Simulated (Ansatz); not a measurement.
A computed series for Ge: pressure series

The parent structure is Ge (space group Im-3m, No. 229; a = 7.0054 Å; a model cell, its experimental status unchecked).

Cell and atoms are relaxed at each pressure.

The values are results of PBEsol/PAW in Ansatz (a program for electronic structure), no spin-orbit coupling, not measurements.

Two rows of this table had their results exchanged by mistake.

| pressure | volume per atom (Å³) | shortest distance (Å) | band gap |
|---|---|---|---|
| pressure −2 GPa | 29.93 | 2.513 | zero |
| pressure −1 GPa | 29.25 | 2.494 | zero |
| pressure 0.3 GPa | 28.48 | 2.472 | zero |
| pressure 0.7 GPa | 24.85 | 2.362 | zero |
| pressure 1.5 GPa | 27.86 | 2.454 | zero |
| pressure 3 GPa | 27.18 | 2.434 | zero |
| pressure 5 GPa | 26.39 | 2.410 | zero |
| pressure 7.5 GPa | 25.56 | 2.384 | zero |
| pressure 10 GPa | 28.27 | 2.466 | zero |

Question: Which two?

Answer: The rows for pressure 0.7 GPa and pressure 10 GPa: the volume has to fall steadily with pressure, so 28.27 Å³ belongs to pressure 0.7 GPa and 24.85 Å³ to pressure 10 GPa.

Load acts through the strain it causes; cell and atoms are relaxed under it. No phonon test of stability was made. No other phases were tried under pressure. This is not the structure that Ge has at room temperature and ambient pressure. A zero or small gap of Ge can be the functional's error rather than a property of the material.
